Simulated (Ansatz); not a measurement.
Consider the following.

End structure of the (31-41) surface of hcp Zr in its 1x1 cell, outermost plane spacing 0.13 Å in the ideal cut:

```
CELL_PARAMETERS angstrom
      6.09740     0.00000     0.00000
     -0.09953     9.99312     0.00000
      0.00000     0.00000    26.50000
ATOMIC_POSITIONS crystal
  Zr 0.70636 0.90602 0.31858
  Zr 0.85795 0.60847 0.32321
  Zr 0.96039 0.16000 0.34192
  Zr 0.17742 0.86589 0.34502
  Zr 0.25775 0.44239 0.36779
  Zr 0.46017 0.13327 0.37322
  Zr 0.53016 0.69435 0.40019
  Zr 0.75653 0.40686 0.40058
  Zr 0.82822 0.96463 0.42751
  Zr 0.02393 0.66732 0.42926
  Zr 0.10896 0.22917 0.45372
  Zr 0.31608 0.93231 0.45901
  Zr 0.39116 0.48726 0.48147
  Zr 0.60183 0.19599 0.48655
  Zr 0.67839 0.75340 0.51345
  Zr 0.88907 0.46213 0.51853
  Zr 0.96414 0.01708 0.54099
  Zr 0.17126 0.72022 0.54628
  Zr 0.25629 0.28207 0.57074
  Zr 0.45200 0.98476 0.57249
  Zr 0.52369 0.54253 0.59942
  Zr 0.75006 0.25505 0.59981
  Zr 0.82006 0.81612 0.62678
  Zr 0.02247 0.50700 0.63221
  Zr 0.10281 0.08350 0.65498
  Zr 0.31983 0.78939 0.65808
  Zr 0.42227 0.34092 0.67679
  Zr 0.57386 0.04337 0.68142
```

Set-up: 28 atoms, 10.1 Å thick at the start (thin: gaps and levels are the slab's own); mesh 6x4x1; 0.1 eV smearing; dipole correction on; single point; on the structure that PBE left under its start's symmetry; no spin, no spin-orbit, no U.

Task: Estimate the surface energy (mean of both faces) that r2SCAN, at the PBE geometry (Ansatz, a program for electronic structure) returns for this input.

Result: 113 meV/Å²

Task: Predict the work function of the top face from r2SCAN, at the PBE geometry.

Result: 3.45 eV
